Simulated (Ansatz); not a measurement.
# ZrC: strain along the normal

ZrC (rock salt, Fm-3m, 12.723 Å³/atom at rest) under an equal strain ε in the (001) plane with the normal axis free, as in a coherent film. PBEsol in Ansatz, a plane-wave DFT program (PAW, default set), 420 eV, 21×21×21 Γ-centred mesh, Fermi-Dirac smearing 0.10 eV; ions are relaxed within the symmetry of each cell.

Here s stands for strain and y for normal strain.

| strain (%) | normal strain (%) |
|---|---|
| -1.50 | 0.65 |
| -1.00 | 0.43 |
| -0.50 | 0.21 |
| 0.00 | 0.00 |
| 0.50 | -0.21 |
| 1.00 | -0.42 |
| 1.50 | -0.62 |
| 3.00 | ? |

Fit y of the 7 rows that show it with a straight line. Means: s 0, y 0.006. About the means, the sum of products is -2.9650 and the sum of squares of s is 7.0000; the slope is their ratio. Least squares gives y = 0.006 - 0.4236·s. Residuals (row less fit): 0.009, 0.000, -0.008, -0.006, -0.004, -0.002, 0.009; standard error 0.008 (degrees of freedom: 5). The slope, -0.42 ± 0.00, is the elastic response of the normal axis, −2C12/C11 for this plane.

Problem. Estimate the missing y (s = 3.00); what did the run itself give?

Solution. y = 0.006 - 0.4236 × 3.0 = -1.265%. The calculation gives -1.21%, 0.055% above the prediction (3.0 % of the range of y in the table). The row lies outside the fitted rows, so this is an extrapolation. From the scatter of the fitted rows alone, a prediction at this place has a standard error of 0.012%, so the miss is 4.6 times that.

One order more, fitted to all 13 runs of the series, follows each within 0.01, so the miss is the next term of a smooth law. In a metal these values are sensitive to mesh and smearing; energies are taken to zero smearing, stresses follow the free energy. Rows are the converged runs of the series near zero and its far end; series whose fitted rows scatter by over a few per cent of the range, as at a crossing or softening among them, aren't shown in this form. Most that stay on the fit to the last digits aren't either.
